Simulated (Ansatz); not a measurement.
CsCaH3 (Pm-3m, No. 221, 5 atoms in the cell; start mp-644203)

The numbers are results of HSE06 (Ansatz, a quantum-chemistry and plane-wave program, plane waves, PAW), not measurements.

Numerical settings: plane-wave cutoff 460 eV, 6×6×6 k mesh, Fermi–Dirac smearing 0.01 eV, scalar-relativistic PAW data made under PBE.

Cell (relaxed with PBEsol):

```
CELL_PARAMETERS angstrom
      4.53985     0.00000     0.00000
      0.00000     4.53985     0.00000
      0.00000     0.00000     4.53985
ATOMIC_POSITIONS crystal
  Cs 0.00000 0.00000 0.00000
  Ca 0.50000 0.50000 0.50000
  H  0.50000 0.00000 0.50000
  H  0.00000 0.50000 0.50000
  H  0.50000 0.50000 0.00000
```

| Item | Result |
|---|---|
| band gap | 4.26 eV (on the SCF k mesh) |
| Γ–Γ gap | 8.10 eV |

Note: cell and atoms aren't relaxed at this level (pressure 1.2 GPa).

Spin–orbit coupling is not included.

The result took roughly 2.5 core-minutes.

A start named mp-… is a Materials Project structure, which need not be a measured phase.
